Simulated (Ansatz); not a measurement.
## Band edges of zincblende CdTe (F-43m) under biaxial stress in the (001) plane

Cell and atoms are relaxed with r2SCAN to each stress (compression positive); bands and masses by r2SCAN with spin-orbit coupling, rigid bands (plane waves, PAW; Ansatz, an electronic-structure program). Strains are changes of length against the unloaded cell.

Space group F-43m (No. 216); a = 6.5577 Å, b = 6.5577 Å, c = 6.5577 Å, α = 90.00°, β = 90.00°, γ = 90.00°

| atom | site | symmetry | x | y | z |
|---|---|---|---|---|---|
| Cd | 4a | -43m | 0.0000 | 0.0000 | 0.0000 |
| Te | 4d | -43m | 0.7500 | 0.7500 | 0.7500 |
(The calculation used a cell of 2 atoms; values per cell refer to that cell.)

```json
[
 {"stress (GPa)": "-2.00", "strain [001] (%)": "-8.78", "strain [100] (%)": "6.08", "gap (eV)": "0.617", "mₑ* [001]": "0.081", "mₑ* [100]": "0.086", "mₕ* [001]": "0.176", "mₕ* [100]": "0.57"},
 {"stress (GPa)": "-1.00", "strain [001] (%)": "-3.81", "strain [100] (%)": "2.75", "gap (eV)": "0.773", "mₑ* [001]": "0.089", "mₑ* [100]": "0.091", "mₕ* [001]": "0.26", "mₕ* [100]": "0.58"},
 {"stress (GPa)": "0", "strain [001] (%)": "0", "strain [100] (%)": "0", "gap (eV)": "0.906", "mₑ* [001]": "0.094", "mₑ* [100]": "0.094", "mₕ* [001]": "0.57", "mₕ* [100]": "0.57"},
 {"stress (GPa)": "1.00", "strain [001] (%)": "3.04", "strain [100] (%)": "-2.32", "gap (eV)": "0.884", "mₑ* [001]": "0.097", "mₑ* [100]": "0.095", "mₕ* [001]": "0.64", "mₕ* [100]": "0.35"},
 {"stress (GPa)": "2.00", "strain [001] (%)": "5.71", "strain [100] (%)": "-4.40", "gap (eV)": "0.841", "mₑ* [001]": "0.099", "mₑ* [100]": "0.094", "mₕ* [001]": "0.61", "mₕ* [100]": "0.24"}
]
```

[001] is the normal of the loaded plane; [010] strains as [100]. Masses are conductivity masses at 300 K in electron masses.

Task: From the two loads next to zero, find the biaxial modulus and the ratio of out-of-plane to in-plane strain.

Result: Between -1.00 and 1.00 GPa the strain along [100] changes by -5.07 % and that along [001] by 6.85 %. The modulus is 2.00/0.0507 = 39 GPa and the ratio of the strains 1.35 (r2SCAN, atoms relaxed). For a cubic (001) plane the ratio is 2C₁₂/C₁₁ and the modulus C₁₁ + C₁₂ − 2C₁₂²/C₁₁, which gives C₁₁ ≈ 52 GPa and C₁₂ ≈ 35 GPa.

Task: Is the response still linear at the largest tension?

Result: The modulus predicts 5.07 % at -2.00 GPa; the table has 6.08 %, so the crystal is softer there.

Task: How fast does the gap move on either side of zero load?

Result: Under tension, (0.773 − 0.906) eV over -1.00 GPa = 133 meV/GPa, or about -4.8 eV per unit strain; under compression, (0.841 − 0.906) eV over 2.00 GPa = -33 meV/GPa, or about 1.5 eV per unit strain. The two slopes part by 166 meV/GPa; gaps are resolved to about 0.01 eV, which allows 15 meV/GPa, so they differ, even in sign: the gap has a turning point near zero load.

Task: Take the carrier density and the relaxation time as fixed, so that ρ ∝ m*. What gauge factor (Δρ/ρ)/ε follows for current along [100] at the loads next to zero?

Result: holes at 1.00 GPa: (0.35/0.57 − 1)/-0.0232 ≈ 17. These are means over a finite load; the small-strain gauge factor differs, most where the load has already emptied the upper valleys or bands. Carriers and loads whose mass moves by under 12 % aren't resolved and aren't listed. The change of shape, which adds a term of order 1 to 2, and that of the scattering between valleys or bands are left out.

Masses are those of dilute carriers in rigid bands with one relaxation time, without polarons. Third decimals of gaps are kept for the arithmetic. Every relaxation keeps the zincblende phase (space group I-4m2 under this load), so a transition, a distortion that breaks the symmetry or fracture can't show.
